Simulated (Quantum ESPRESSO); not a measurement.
Quantum ESPRESSO is run on Sb2Se3 (Pnma, 20 atoms in the cell), and the run fails. The aim is a self-consistent single point with DFT, LDA (PZ), plane waves, PSlibrary ultrasoft (LDA) pseudopotentials.

Cell that was meant: a = 12.3621 Å, b = 4.0016 Å, c = 11.7136 Å, α = 90.00°, β = 90.00°, γ = 90.00°.

Part of the input:

```fortran
Se    0.6273500000    0.7500000000    0.0541000000
Se    0.3726500000    0.2500000000    0.9459000000
Se    0.8726500000    0.2500000000    0.5541000000
Se1    0.1273500000    0.7500000000    0.4459000000
K_POINTS automatic
1 3 1  0 0 0
```

Output (repeated stretches shortened):

```
     This program is part of the open-source Quantum ESPRESSO suite
     for quantum simulation of materials; please cite

 %%%%%%%%%%%%%%%%%%%%%%%%%%%%%%%%%%%%%%%%%%%%%%%%%%%%%%%%%%%%%%%%%%%%%%%%%%%%%%
     Error in routine read_cards (20):
     species Se1 in ATOMIC_POSITIONS is nonexistent
 %%%%%%%%%%%%%%%%%%%%%%%%%%%%%%%%%%%%%%%%%%%%%%%%%%%%%%%%%%%%%%%%%%%%%%%%%%%%%%

     stopping ...
```

### Question
Read the log: what does the program object to, and what is the fix?

### Answer
The fault is an atom label that is not in the list of species. Labels in the positions must match the species card. To fix it, correct the label. The program stopped before any SCF iteration.

The sound input it was made from differs as follows (other fixes are possible):
```diff
-Se1    0.1273500000    0.7500000000    0.4459000000
+Se    0.1273500000    0.7500000000    0.4459000000
```

With that input, the run converged in 17 iterations: free energy E − TS -5603.6725 eV; top of the valence band (on the code's own zero) 4.51 eV; gap on the k-point mesh 1.14 eV; pressure -2.73 GPa; largest force (vector length) 0.217 eV/Å (DFT, LDA (PZ), plane waves, PSlibrary ultrasoft (LDA) pseudopotentials).

On the sound input: the starting cell comes from a database of computed structures (which also holds hypothetical and non-ambient phases and stackings), without a prior relaxation at this level. Spin-orbit coupling is off.
